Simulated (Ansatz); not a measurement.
Levels about the gap of amorphous Hf₁₇O₃₆La (54 atoms in a cell of 709 Å³, 8.79 g/cm³; zone centre alone, so wide bands show as single levels with stretches between that a denser mesh fills), at the geometry that PBE relaxed, where it gives 1.0 GPa on a denser mesh. The participation number counts the atoms over which a state spreads; weights are charges in smoothed Voronoi cells. The levels come from a single point, so bond lengths are those of that geometry. Method of the levels: PBE, scalar-relativistic without spin-orbit coupling (Ansatz, a program for electronic structure). Sampling: the zone centre alone; Fermi-Dirac width 0.02 eV; collinear spin, started from a total moment of 1 μB (at the end a net moment of 1.0 μB). The usual formal charges leave 1 holes over, so the level spacing at the Fermi energy parts defect or band states and needn't be the band gap. In the spin-polarised cell the level spacing at the Fermi energy can part levels of unlike spin. At PBE the levels at both edges of the gap are localised (band-tail or defect states), and the nearest spread-out levels lie 4.2 eV apart at the zone centre.

Preparation: random packing, a CHGNet melt and quench, and a DFT relaxation. O atoms were pushed apart under 1.9 Å during the dynamics, to hinder bonds among them. The hot cell started wider than the set density and was brought back towards it in steps. It is the lowest in DFT energy of 2 quenches. It is a model cell: composition and starting density were chosen by hand, and all elements were melted together. No dispersion term was used. Its density started from a set value of 8.79 and ended at 8.79 g/cm³. The quench (nominally 450 K/ps over its main leg) was far faster than any real one, so the model tends to hold more defects than a real film. One small periodic cell is one sample of the glass; other quenches scatter about these values. The volume was held where the preparation left it and the shape relaxed, at a PBE pressure of 1.0 GPa. Stress components on the final sampling reach 1.9 GPa. Cycles of charging lowered its energy after that relaxation.

```tsv
E - E(highest filled), eV	filling	spin	participation number	largest on	weight O	weight Hf	weight La
-0.30	filled	dn	14.6	O, 3 neighbours	0.94	0.05	0.00
-0.26	filled	dn	15.5	O, 3 neighbours	0.95	0.05	0.01
-0.22	filled	up	12.3	O, 4 neighbours	0.95	0.04	0.00
-0.19	filled	dn	14.0	O, 4 neighbours	0.95	0.04	0.00
-0.13	filled	up	7.2	O, 3 neighbours	0.94	0.05	0.00
-0.12	filled	dn	7.7	O, 3 neighbours	0.95	0.05	0.00
0.00	filled	up	5.7	O, 3 neighbours	0.95	0.04	0.01
1.05	empty	dn	3.4	O, 2 neighbours	0.93	0.06	0.01
4.02	empty	up	29.6	Hf, 5 neighbours	0.51	0.45	0.04
4.02	empty	dn	29.6	Hf, 5 neighbours	0.51	0.46	0.04
4.28	empty	up	20.9	Hf, 5 neighbours	0.37	0.51	0.11
4.29	empty	dn	21.3	Hf, 5 neighbours	0.37	0.52	0.11
4.36	empty	up	24.4	Hf, 7 neighbours	0.38	0.57	0.04
4.38	empty	dn	26.1	Hf, 7 neighbours	0.38	0.57	0.05
```

Most localised among these is the empty level at +1.05 eV, on a O atom, which has 2 neighbours (Hf 2.05 Å, Hf 2.12 Å).
